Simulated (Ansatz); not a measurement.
AlN: isotropic strain −2.40 %

Base system: AlN in the wurtzite structure (space group P6_3mc, No. 186; a = 3.130 Å, c = 5.018 Å).

Perturbation: an isotropic linear strain of −2.40 %, atoms relaxed at fixed cell.

All numbers come from DFT with PBE, PAW potentials and a 420 eV plane-wave cutoff in Ansatz (an electronic-structure program), no SOC. k-mesh 12×12×7 (Γ-centred); smearing 0.05 eV (Fermi–Dirac).

| quantity | base | changed | shift |
|---|---|---|---|
| volume per atom | 10.65 Å³ | 9.90 Å³ | -0.75 Å³ |
| shortest interatomic distance | 1.902 Å | 1.856 Å | -0.046 Å |
| energy relative to the base (free energy F) | 0 meV/atom | +36 meV/atom | +36 meV/atom |
| band gap | 4.03 eV | 4.67 eV | +0.64 eV |
| gap character | direct at Γ | direct at Γ | – |
| mean gap deformation potential ΔEg/Δln V | – | -8.8 eV | – |
| width of the top valence band | 2.34 eV | 2.46 eV | +0.12 eV |
| valence-band top at Γ (three highest levels, from the VBM) | 0.00, -0.20, -0.20 eV | 0.00, -0.23, -0.23 eV | – |

Final structure:

```
CELL_PARAMETERS angstrom
      3.05511     0.00000     0.00000
     -1.52755     2.64580     0.00000
      0.00000     0.00000     4.89757
ATOMIC_POSITIONS crystal
  Al 0.33333 0.66667 0.00003
  Al 0.66667 0.33333 0.50003
  N  0.33333 0.66667 0.38197
  N  0.66667 0.33333 0.88197
```

Cost of the whole job for the changed cell (relaxation, final SCF and bands): about 20 core-seconds (a rough figure).

Stability against distortions was not tested.
